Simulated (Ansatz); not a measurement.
Consider TaS2 in the CdI2 type structure (space group P-3m1, No. 164; layered, stacked along the Cartesian z axis; relaxed with 0.1 eV smearing).

```xyz
3
Lattice="3.2774 0.0000 0.0000 -1.6387 2.8383 0.0000 0.0000 0.0000 5.5873" Properties=species:S:1:pos:R:3 pbc="T T T"
Ta     0.0000     0.0000     0.0000
S      0.0000     1.8922     1.5487
S      1.6387     0.9461     4.0386
```

Cartesian axes are those of the cell as printed.

The values are results of DFT with PBEsol-D3(BJ), PAW potentials and a 420 eV plane-wave cutoff in Ansatz (a quantum-chemistry and plane-wave program), no SOC, not measurements.

For the base:

```
Quantity                         Value
-----------------------------  -------
Shortest interatomic distance  2.445 Å
```

One thing is altered: tensile biaxial strain of 2.56 % in the plane normal to [001], as in epitaxy on a mismatched substrate; the out-of-plane cell vector and the atoms relax.

Task: What does the calculation give for the out-of-plane strain after the change?

Result: The out-of-plane strain comes out as -1.11 %.

Task: What does the calculation give for the in-plane stress after the change?

Result: The mean in-plane stress (compression positive) comes out as -5.3 GPa.

Task: Estimate the effect on the shortest interatomic distance.

Result: The shortest interatomic distance rises by 0.014 Å, from 2.445 Å to 2.459 Å.

Whether these cells are dynamically stable was not tested. The final runs are not spin-polarised. An odd electron count without spin: TaS2.
